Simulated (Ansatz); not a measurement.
Checking a run of Ansatz (a program for electronic structure) on Zn₂GaCuSe₄ (R3m, 8 atoms in the cell). The aim is a self-consistent single point with DFT, LDA (PW92), plane waves, PAW files made with PBE.

Cell that was meant: a = 13.3853 Å, b = 13.3853 Å, c = 13.3853 Å, α = 17.53°, β = 17.53°, γ = 17.53°.

Part of the input:

```yaml
# Zn2GaCuSe4
crystal:
  lattice:
    - [1.079135, 0.623039, 6.972716]
    - [-1.079135, 0.623039, 6.972716]
    - [0.000000, -1.246078, 6.972716]
  atoms:
    - { symbol: Zn, position: [0.501587, 0.501587, 0.501587] }
    - { symbol: Zn, position: [0.252693, 0.252693, 0.252693] }
```

Output, abridged:

```
WARN ansatz: RAYON_NUM_THREADS=1 ignored (pool sized by the plan → 1); use --threads N
   [... lines left out ...]
PAW frozen core: Se, regenerated for the run's functional, and the local potential with it
Initial density: superposition of atomic densities (chi_scale 0.1, normalization cell, long waves kept (reshape's long-wave potential 0.30 eV rms))
Initial wavefunctions: pseudopotential atomic-orbital guess
Eigensolver: davidson
Functional: x = slater, c = lda
SCF iter   1: F=—  HF=-37704.220652 eV  |F-HF|=—  |Δ(HF+E_count)|=         —  Δρ=4.17e-1  dr2=1.94e1  ethr=3.10e-3  ⟨swp⟩=24.5  Hψ=14903  notcnv=0  defer=15
all-band conjugate gradients solve this SCF's bands
preconditioner: auto → Kerker (q_TF=auto, 3.475 Å⁻¹)
SCF iter   2: F=—  HF=-37695.555755 eV  |F-HF|=—  |Δ(HF+E_count)|=    8.66e0  S|Δr|=    0.00e0  Δρ=1.89e-1  dr2=9.87e0  ethr=3.10e-3  ⟨swp⟩=10.9  Hψ=7396  notcnv=0  defer=106
   [... lines left out ...]
SCF iter  14: F=—  HF=-37702.994721 eV  |F-HF|=—  |Δ(HF+E_count)|=   1.36e-6  S|Δr|=    0.00e0  Δρ=5.81e-5  dr2=5.20e-6  ethr=3.28e-9  ⟨swp⟩=4.5  Hψ=3014  notcnv=0  defer=105
SCF iter  15: F=—  HF=-37702.994721 eV  |F-HF|=—  |Δ(HF+E_count)|=   1.72e-7  S|Δr|=    0.00e0  Δρ=3.05e-5  dr2=2.39e-7  ethr=3.28e-9  ⟨swp⟩=3.0  Hψ=2244  notcnv=0  defer=105
SCF iter  16: F=-37702.994721 eV  HF=-37702.994721 eV  |F-HF|=3.42e-8  |Δ(HF+E_count)|=   4.02e-9  S|Δr|=    0.00e0  Δρ=1.15e-5  dr2=5.04e-8  ethr=8.33e-11  ⟨swp⟩=67.4  Hψ=30556  notcnv=0
SCF 1 converged in 16 iterations: F = -37702.994721 eV  dr2 = 5.04e-8
Stability not checked (fill_not_monotonic)
Free energy (F): -37702.994721 eV
Internal energy: -37702.988751 eV  (E = F + TS)
E sigma→0 (E₀):  -37702.992731 eV
Entropy (-TS):   -0.005970 eV (-0.746 meV/atom)
Fermi energy:    73.843633 eV
--- Forces (eV/Å), atoms counted from 1 ---
  atom   1  Zn     0.00000000    -0.00000000   -13.00745307
  atom   2  Zn     0.00000000    -0.00000000   -10.08485562
  atom   3  Ga     0.00000000    -0.00000000    -8.46031061
   [... lines left out ...]
  atom   8  Se     0.00000000     0.00000000    26.19794022
--- Stress (GPa, compression-positive) ---
     6112.478212       0.000000       0.000000
        0.000000    6112.478212       0.000000
        0.000000       0.000000    5978.689510
  P = ⅓ Tr σ = 6067.8820 GPa (60678.820 kbar)
  The stress holds the Pulay correction. Without it, at fixed plane waves, as pw.x and ABINIT print it: P = 5971.3198 GPa
```

Question: Is anything amiss in this input, and did it matter?

Answer: The run is not sound. The fault is this: lattice multiplied by the bohr radius once too often. Bohr and ångström differ by a factor of 1.89; the cell that the program reads is then far too large or far too small. To fix it, give the lengths in the unit that the key or card expects. The run converged in 16 iterations without an error; against the sound input the free energy rises by 73.6 eV/atom, the pressure goes from -5.51 to 6068 GPa and the largest force goes from 0.332 to 36.91 eV/Å.

An input that runs soundly differs in these lines (not the only fix; some lines may just follow from the change or write a value another way):
```diff
-    - [1.079135, 0.623039, 6.972716]
-    - [-1.079135, 0.623039, 6.972716]
-    - [0.000000, -1.246078, 6.972716]
+    - [2.039270, 1.177373, 13.176523]
+    - [-2.039270, 1.177373, 13.176523]
+    - [0.000000, -2.354746, 13.176523]
```

With that input, the run converged in 17 iterations: free energy E − TS (on the zero of these files) -38291.6185 eV; Fermi level (on the code's own zero) 7.20 eV; pressure -5.51 GPa; largest force (vector length) 0.332 eV/Å (DFT, LDA (PW92), plane waves, PAW files made with PBE).

On the sound input: the starting cell comes from a database of computed structures (which also holds hypothetical and non-ambient phases and stackings), without a prior relaxation at this level. Spin polarisation is off. With a pressure of about -6 GPa the cell is away from its equilibrium volume at this level. Ansatz's pressure includes its estimate of the finite-basis (Pulay) stress. The run gives no clean gap (levels at the Fermi energy touch, overlap or are partly filled at this smearing), which alone does not show that the compound is a metal.
